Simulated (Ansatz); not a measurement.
**Pressure series in hypothetical rutile HfS2**

Consider HfS₂ in the rutile structure (space group P4_2/mnm, No. 136; a hypothetical phase, not in the database extracts checked).

```cif
data_Hf2S4
_chemical_formula_sum 'Hf2 S4'
_space_group_name_H-M_alt 'P 1'
_space_group_IT_number 1
_cell_length_a 6.02373
_cell_length_b 6.02373
_cell_length_c 3.65201
_cell_angle_alpha 90.000
_cell_angle_beta 90.000
_cell_angle_gamma 90.000
loop_
_space_group_symop_operation_xyz
  'x, y, z'
loop_
_atom_site_label
_atom_site_type_symbol
_atom_site_fract_x
_atom_site_fract_y
_atom_site_fract_z
_atom_site_occupancy
Hf1 Hf 0.00000 0.00000 0.00000 1
Hf2 Hf 0.50000 0.50000 0.50000 1
S1 S 0.30105 0.30105 0.00000 1
S2 S 0.80105 0.19895 0.50000 1
S3 S 0.19895 0.80105 0.50000 1
S4 S 0.69895 0.69895 0.00000 1
```

Cell and atoms are relaxed at each pressure.

All numbers come from plane-wave PAW DFT at the PBEsol level (Ansatz, a first-principles code, 420 eV), no spin-orbit coupling.

Notes on the quantities. enthalpy: H = E + PV relative to the base's energy.

```csv
case,band gap,enthalpy,shortest interatomic distance,smallest direct gap
base,0.26 eV,–,4.708 bohr,0.28 eV
pressure −2 GPa,0.33 eV,-0.28 eV/atom,4.730 bohr,0.35 eV
pressure −1 GPa,0.29 eV,-0.14 eV/atom,4.719 bohr,0.31 eV
pressure 0.3 GPa,0.25 eV,+0.04 eV/atom,4.704 bohr,0.27 eV
pressure 0.7 GPa,0.24 eV,+0.10 eV/atom,4.700 bohr,0.26 eV
pressure 1.5 GPa,0.22 eV,+0.21 eV/atom,4.691 bohr,0.24 eV
pressure 3 GPa,0.18 eV,+0.41 eV/atom,4.675 bohr,0.20 eV
pressure 5 GPa,0.12 eV,+0.67 eV/atom,4.655 bohr,0.14 eV
pressure 7.5 GPa,0.06 eV,+1.00 eV/atom,4.631 bohr,0.09 eV
pressure 10 GPa,zero,+1.32 eV/atom,4.609 bohr,–
```

Spin-orbit coupling, missing from the scalar runs, can matter with Hf. Load acts through the strain it causes; cell and atoms are relaxed under it. No phonon test of stability was made. Competing high-pressure phases were not computed. The final runs are not spin-polarised. The zero or small gap of HfS2 can change with the level of theory.
